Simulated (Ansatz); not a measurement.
OsGe (model structure, started from the WC type, P-6m2, No. 187, 2 atoms in the cell) was calculated with LDA (plane waves, PAW; Ansatz, a quantum-chemistry and plane-wave program).

Run with plane-wave cutoff 520 eV, 18×18×16 k mesh (along the axes of the cell as run), Fermi–Dirac smearing 0.05 eV, no spin polarisation, scalar-relativistic PAW data made under PBE.

Cell (relaxed at this level):

```xyz
2
Lattice="3.4647 0.0000 0.0000 -1.7324 3.0005 0.0000 0.0000 0.0000 2.9456" Properties=species:S:1:pos:R:3 pbc="T T T"
Os     0.0000     0.0000     0.0000
Ge     1.7324     1.0002     1.4728
```

Q: Give the computed bulk modulus B0.

A: 
* **bulk modulus B0**: 221 GPa

Note: the run has no spin polarisation, so it can have missed a magnetic state; the bulk modulus is −V dP/dV from two relaxed cells at ±2 % in volume; the relaxation could raise the start's symmetry but not lower it, so the cell can be a saddle point.

Spin–orbit coupling is not included; it can open a gap where bands touch, and shift volumes and moduli.

Static lattice: no zero-point or thermal effects.

It cost around 2.6 core-minutes (rough) of CPU time.

A model structure was made by putting elements into a prototype or built by hand; it is no filed structure, need not be a known phase, and can be a saddle point held by its symmetry.
